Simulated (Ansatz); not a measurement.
# Effect of tensor shear ε_xy = +0.42 % on Li

Base system: Li in the bcc (W type) structure (space group Im-3m, No. 229; a = 3.477 Å; relaxed with 0.1 eV smearing). Axes: x, y, z lie along the cube axes.

The change: tensor shear ε_xy = +0.42 % (engineering shear γ = 0.0084), atoms relaxed at fixed cell.

The values are results of r2SCAN (Ansatz, a first-principles code; PAW; 500 eV plane waves; no spin-orbit coupling), not measurements. k-mesh 27×27×27 (Γ-centred); smearing 0.1 eV (Fermi–Dirac).

```csv
quantity,base,changed,shift
volume per atom,21.03 Å³,21.03 Å³,0.00 Å³
space group,Im-3m (No. 229),Fmmm (No. 69),–
shortest interatomic distance,3.012 Å,3.003 Å,-0.0084 Å
energy relative to the base (free energy F),0 meV/atom,0.0 meV/atom,0.0 meV/atom
"pressure (mean of the normal stresses, compression positive)",0.0 GPa,0.0 GPa,0.0 GPa
band gap,zero,zero,–
"stress (xx, yy, zz, yz, xz, xy; compression positive)",–,"(0.0, 0.0, 0.0, 0.0, 0.0, -0.1) GPa",–
```

Final structure:

```yaml
crystal:
  lattice:
    - [-1.73142, 1.73142, 1.73873]
    - [1.73142, -1.73142, 1.73873]
    - [1.74603, 1.74603, -1.73873]
  atoms:
    - { symbol: Li, position: [0.00000, 0.00000, 0.00000] }
```

Cost of the whole job for the changed cell (relaxation, final SCF and bands): roughly 110 core-seconds.

The cells carry an imposed strain or load. Stability against distortions was not tested.
